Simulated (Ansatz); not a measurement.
Consider these faces of bcc Ta, relaxed from ideal cuts in 1x1 cells: (100), (110), (111).

Method: PBE (plane waves to 420 eV, PAW; Ansatz, a quantum-chemistry and plane-wave program).

Question: Rank these by surface energy (lowest first), as PBE gives it.

Answer: (110) (2.38 J/m²), (100) (2.55 J/m²), (111) (2.74 J/m²)
